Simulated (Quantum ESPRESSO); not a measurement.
Worked example: self-consistent single point of Mg6ZrW (Amm2, 8 atoms in the cell) in Quantum ESPRESSO.

Method of the run: vdW-DF2, SSSP 1.1.2 efficiency (PBE) pseudopotentials (plane waves; Quantum ESPRESSO).

```
CELL_PARAMETERS angstrom
      4.94201     0.00000     0.00000
      0.00000     3.03953     5.57426
      0.00000    -3.03953     5.57426
ATOMIC_POSITIONS crystal
  Mg 0.00000 0.32711 0.81457
  Mg 0.00000 0.81457 0.32711
  Mg 0.00000 0.32856 0.32856
  Mg 0.50000 0.17454 0.68094
  Mg 0.50000 0.68094 0.17454
  Mg 0.50000 0.17534 0.17534
  Zr 0.00000 0.80049 0.80049
  W  0.50000 0.69845 0.69845
```

Reference input (self-consistent single point, DFT, PBEsol, plane waves, SSSP 1.1.2 efficiency (PBE) pseudopotentials): ecutwfc = 40 Ry; ecutrho = 320 Ry; occupations = smearing; smearing = cold; degauss = 0.019992 Ry; input_dft = pbesol; potentials = {Mg: Mg.pbe-n-kjpaw_psl.0.3.0.UPF, Zr: Zr_pbe_v1.uspp.F.UPF, W: W_pbe_v1.2.uspp.F.UPF}; K_POINTS = automatic 4 4 4 1 1 1; conv_thr = 1e-10 Ry; mixing_beta = 0.3. This run's input differs from it in these lines:

```diff
@@ -18,3 +18,3 @@
  degauss = 0.019992,
- input_dft = 'pbesol',
+ input_dft = 'vdw-df2',
 /
```

Output (repeated stretches shortened):

```
     Self-consistent Calculation

     iteration #  1     ecut=    40.00 Ry     beta= 0.30

---- Real-time Memory Report at c_bands before calling an iterative solver
           733 MiB given to the printing process from OS
           101 MiB allocation reported by mallinfo(arena+hblkhd)
------------------

     negative rho (up, down):  1.237E-01 0.000E+00

     -----------------------------------------------
     Non-local corr. energy    =       0.54857051 Ry
     -----------------------------------------------

     total energy              =    -470.39769255 Ry
     estimated scf accuracy    <       1.05302286 Ry

   [... lines left out ...]
     -----------------------------------------------

     total energy              =    -470.76078361 Ry
     estimated scf accuracy    <          1.2E-10 Ry

     iteration # 18     ecut=    40.00 Ry     beta= 0.30

---- Real-time Memory Report at c_bands before calling an iterative solver
           794 MiB given to the printing process from OS
           136 MiB allocation reported by mallinfo(arena+hblkhd)
------------------

     negative rho (up, down):  1.264E-01 0.000E+00

     -----------------------------------------------
     Non-local corr. energy    =       0.53602442 Ry
     -----------------------------------------------
     End of self-consistent calculation

     the Fermi energy is     6.9505 ev

!    total energy              =    -470.76078361 Ry
     estimated scf accuracy    <          2.0E-11 Ry
     smearing contrib. (-TS)   =       0.00189191 Ry
     internal energy E=F+TS    =    -470.76267551 Ry

      -> PAW hartree energy AE =       6.32464362 Ry
      -> PAW hartree energy PS =      -6.30876389 Ry
      -> PAW xc energy AE      =    -206.45975844 Ry
      -> PAW xc energy PS      =       9.18689078 Ry
      -> total E_H with PAW    =      86.94933335 Ry
      -> total E_XC with PAW   =    -267.51224252 Ry

     convergence has been achieved in  18 iterations

     negative rho (up, down):  1.264E-01 0.000E+00

     -----------------------------------------------
     Non-local corr. energy    =       0.53602442 Ry
   [... lines left out ...]
     Total force =     0.013176     Total SCF correction =     0.000006
   [... lines left out ...]
     Non-local corr. energy    =       0.53602442 Ry
     -----------------------------------------------

          total   stress  (Ry/bohr**3)                   (kbar)     P=       12.91
   0.00011671   0.00000000   0.00000000           17.17        0.00        0.00
   0.00000000   0.00009307   0.00000000            0.00       13.69        0.00
   0.00000000   0.00000000   0.00005358            0.00        0.00        7.88

   JOB DONE.
```

The run converged in 18 iterations. Against the reference run the pressure goes from -2.08 to 1.29 GPa and the largest force goes from 0.226 to 0.218 eV/Å.

The starting cell comes from a database of computed structures (which also holds hypothetical and non-ambient phases and stackings), without a prior relaxation at this level. Spin polarisation is off.

Cost on one core of a shared machine: roughly 4 min.
